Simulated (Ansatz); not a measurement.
Functionals compared on the (111) surface of alpha cristobalite (a metastable polymorph) in its 1x1 cell (cut with top plane 2 O, bottom plane 2 O), outermost plane spacing 0.20 Å in the ideal cut (in the relaxation 2 O–Si bonds formed), in Ansatz (plane waves, PAW). The structure was relaxed with PBE; the other rows are single points on it, each with its references at the same level. Cutoff 420 eV (500 eV for r2SCAN). Ionisation potential less electron affinity is the bulk band gap; PBE's edges come from a band calculation, the others move with the bulk's levels on the slab's mesh. HSE06 used the coarser mesh 3x2x1.

Set-up: 45 atoms, O30Si15, 11.2 Å thick at the start; mesh 4x4x1; 0.025 eV smearing; dipole correction on; all atoms relaxed; start symmetry kept, larger cells not searched; no spin, no spin-orbit, no U. These notes are the PBE run's.

A dash marks a value that is undefined for that row or was read on another mesh.

```json
[
 {"functional": "PBE", "surface energy (J/m²)": "1.69", "ionisation potential (eV)": "9.68", "electron affinity (eV)": "4.17", "gap of the slab on its k-mesh (eV)": "1.39", "highest filled level below the top vacuum level (eV)": "7.00", "rough cost of the single point": "–"},
 {"functional": "LDA", "surface energy (J/m²)": "1.93", "ionisation potential (eV)": "9.96", "electron affinity (eV)": "4.67", "gap of the slab on its k-mesh (eV)": "1.31", "highest filled level below the top vacuum level (eV)": "7.29", "rough cost of the single point": "roughly 2.1 core-minutes"},
 {"functional": "PBEsol", "surface energy (J/m²)": "1.78", "ionisation potential (eV)": "9.70", "electron affinity (eV)": "4.22", "gap of the slab on its k-mesh (eV)": "1.39", "highest filled level below the top vacuum level (eV)": "7.03", "rough cost of the single point": "around 2.3 core-minutes (rough)"},
 {"functional": "RPBE", "surface energy (J/m²)": "1.58", "ionisation potential (eV)": "9.59", "electron affinity (eV)": "3.90", "gap of the slab on its k-mesh (eV)": "1.46", "highest filled level below the top vacuum level (eV)": "6.89", "rough cost of the single point": "about 2.1 core-minutes (a rough figure)"},
 {"functional": "r2SCAN", "surface energy (J/m²)": "1.93", "ionisation potential (eV)": "10.18", "electron affinity (eV)": "4.04", "gap of the slab on its k-mesh (eV)": "1.89", "highest filled level below the top vacuum level (eV)": "7.26", "rough cost of the single point": "very roughly 4 core-minutes"},
 {"functional": "HSE06", "surface energy (J/m²)": "[?]", "ionisation potential (eV)": "[?]", "electron affinity (eV)": "[?]", "gap of the slab on its k-mesh (eV)": "–", "highest filled level below the top vacuum level (eV)": "–", "rough cost of the single point": "about 50 core-minutes (a rough figure)"}
]
```

### Question
Fill in the missing entries.

### Answer

- HSE06, surface energy (J/m²): 1.91
- HSE06, ionisation potential (eV): 11.10
- HSE06, electron affinity (eV): 3.81

Ansatz is a first-principles code.
